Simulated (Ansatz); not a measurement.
# SiO2: carrier doping

Consider SiO2 in the rutile structure (space group P4_2/mnm, No. 136; a = 4.2359 Å, c = 2.6899 Å).

Carriers are added at fixed cell with a uniform background; the Fermi–Dirac width is that of 300 K.

The values are results of PBE (Ansatz, a program for electronic structure, PAW, scalar-relativistic without spin-orbit coupling), earlier PAW set, not measurements.

Candidates:
(a) holes 5.0×10^21 cm⁻³
(b) holes 3.0×10^21 cm⁻³
(c) holes 2.0×10^22 cm⁻³
(d) electrons 2.0×10^22 cm⁻³

Before the change:

```
Item                           Result
----------------------------  -------
Gap between the host's bands  5.05 eV
```

Question: Order them by gap between the host's bands, lowest first.

Answer: (d) electrons 2.0×10^22 cm⁻³ (4.63 eV), (b) holes 3.0×10^21 cm⁻³ (5.11 eV), (a) holes 5.0×10^21 cm⁻³ (5.15 eV), (c) holes 2.0×10^22 cm⁻³ (5.45 eV)

Carriers are added with a uniform compensating background; total energy and stress of such cells depend on the potential's zero and are not compared; many-body gap narrowing is missing at this level. Stability against distortions was not tested.
